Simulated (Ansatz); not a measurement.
The reference is WSi$_{2}$ (space group I4/mmm, No. 139; a = 3.2024 Å, c = 7.8177 Å; relaxed with 0.1 eV smearing). Axes: x, y, z lie along a, b, c of the conventional cell.

All numbers come from DFT with PBEsol, PAW potentials and a 420 eV plane-wave cutoff in Ansatz (a program for electronic structure), spin-orbit coupling left out.

Strains are applied to the cell and any free atomic positions relax.

One change was made to it. Results:

| quantity | base | after |
|---|---|---|
| energy relative to the base (free energy F) | 0 meV/atom | +16 meV/atom |
| pressure (mean of the normal stresses, compression positive) | 0.0 GPa | 7.0 GPa |

### Question
What was done to the base?
A. uniaxial strain ε_zz = −0.50 %
B. uniaxial strain ε_zz = +2.50 %
C. uniaxial strain ε_zz = −1.00 %
D. uniaxial strain ε_zz = +0.50 %
E. uniaxial strain ε_zz = −2.50 %

### Answer
E, uniaxial strain ε_zz = −2.50 %. For comparison, the energy relative to the base in the other runs: uniaxial strain ε_zz = −1.00 % gives +2.4 meV/atom; uniaxial strain ε_zz = +2.50 % gives +13 meV/atom; uniaxial strain ε_zz = +0.50 % gives +0.6 meV/atom; uniaxial strain ε_zz = −0.50 % gives +0.6 meV/atom.

No phonon test of stability was made. The final runs are not spin-polarised.
